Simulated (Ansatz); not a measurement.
A self-consistent single point of SrGaGe (P3m1, 3 atoms in the cell) with Ansatz (an electronic-structure program).

Method of the run: PBEsol, default PAW files made with PBE (plane waves; Ansatz).

The change in words: lattice scaled by 0.98; basis.ecutrho_ratio: default → 8. Reference geometry:
```xyz
3
Lattice="4.2566 0.0000 0.0000 -2.1283 3.6863 0.0000 0.0000 0.0000 4.6976" Properties=species:S:1:pos:R:3 pbc="T T T"
Sr     0.0000     0.0000     0.0500
Ga     0.0000     2.4576     2.3488
Ge     2.1283     1.2288     2.3488
```

Reference input (self-consistent single point, DFT, PBEsol, plane waves, default PAW files made with PBE): basis.ecutwfc = 420 eV; kpoints.mp_grid.grid = 9 9 7; hamiltonian.xc = pbesol; hamiltonian.pseudopotentials = {kind: paw} (the program's default PAW files); scf.occupations.method = gaussian; scf.occupations.width = 0.1 eV. This run's input differs from it in these lines:

Ansatz 0.2 input:
```diff
@@ -2,5 +2,5 @@
   lattice:
-    - [4.256602, 0.000000, 0.000000]
-    - [-2.128301, 3.686326, 0.000000]
-    - [0.000000, 0.000000, 4.697555]
+    - [4.171470, 0.000000, 0.000000]
+    - [-2.085735, 3.612599, 0.000000]
+    - [0.000000, 0.000000, 4.603604]
   atoms:
@@ -11,2 +11,3 @@
   ecutwfc: 420.0 eV
+  ecutrho_ratio: 8
 kpoints:
```

Output, abridged:

```
SCF iter   1: F=—  HF=-11490.577586 eV  |F-HF|=—  |Δ(HF+E_count)|=         —  Δρ=3.82e-3  dr2=2.32e-2  ethr=1.77e-3  ⟨swp⟩=6.6  Hψ=8015  notcnv=0
all-band conjugate gradients solve this SCF's bands
preconditioner: auto → Resta (q_TF=auto, 2.457 Å⁻¹)
SCF iter   2: F=—  HF=-11490.570187 eV  |F-HF|=—  |Δ(HF+E_count)|=   7.40e-3  Δρ=1.73e-3  dr2=5.81e-3  ethr=6.26e-5  ⟨swp⟩=3.0  Hψ=3429  notcnv=0  defer=1
   [... lines left out ...]
SCF iter   5: F=—  HF=-11490.568379 eV  |F-HF|=—  |Δ(HF+E_count)|=   7.96e-6  Δρ=1.30e-4  dr2=2.13e-5  ethr=1.90e-7  ⟨swp⟩=2.0  Hψ=2235  notcnv=0  defer=2
SCF iter   6: F=—  HF=-11490.568370 eV  |F-HF|=—  |Δ(HF+E_count)|=   8.78e-6  Δρ=4.74e-5  dr2=3.71e-6  ethr=5.76e-8  ⟨swp⟩=2.0  Hψ=2230  notcnv=0  defer=2
SCF iter   7: F=—  HF=-11490.568368 eV  |F-HF|=—  |Δ(HF+E_count)|=   1.36e-6  Δρ=2.33e-5  dr2=3.67e-7  ethr=1.00e-8  ⟨swp⟩=2.0  Hψ=2783  notcnv=0  defer=2
SCF iter   8: F=-11490.568368 eV  HF=-11490.568368 eV  |F-HF|=4.15e-9  |Δ(HF+E_count)|=   9.64e-9  Δρ=5.01e-6  dr2=2.49e-8  ethr=2.70e-10  ⟨swp⟩=7.1  Hψ=8189  notcnv=0
SCF 1 converged in 8 iterations: F = -11490.568368 eV  dr2 = 2.49e-8
Free energy (F): -11490.568368 eV
Internal energy: -11490.563287 eV  (E = F + TS)
E sigma→0 (E₀):  -11490.565828 eV
Entropy (-TS):   -0.005081 eV (-1.694 meV/atom)
Fermi energy:    9.874680 eV
--- Forces (eV/Å), atoms counted from 1 ---
  atom   1  Sr     0.00000000     0.00000000    -0.21661449
  atom   2  Ga     0.00000000     0.00000000     0.10024419
  atom   3  Ge     0.00000000     0.00000000     0.11637936
--- Stress (GPa, compression-positive) ---
        3.505020       0.000000       0.000000
        0.000000       3.505020       0.000000
        0.000000       0.000000       1.354213
  P = ⅓ Tr σ = 2.7881 GPa (27.881 kbar)
  The stress holds the Pulay correction. Without it, at fixed plane waves, as pw.x and ABINIT print it: P = 2.7654 GPa
```

The run converged in 8 iterations. Against the reference run the free energy rises by 8.8 meV/atom, the pressure goes from -0.69 to 2.79 GPa and the largest force goes from 0.180 to 0.217 eV/Å.

The starting cell comes from a database of computed structures (which also holds hypothetical and non-ambient phases and stackings), without a prior relaxation at this level. Its lattice was rescaled by up to half a per cent. One atom was moved a little off its site on purpose. For this run, on top of that: lattice scaled by 0.98. Ansatz's pressure includes its estimate of the finite-basis (Pulay) stress.
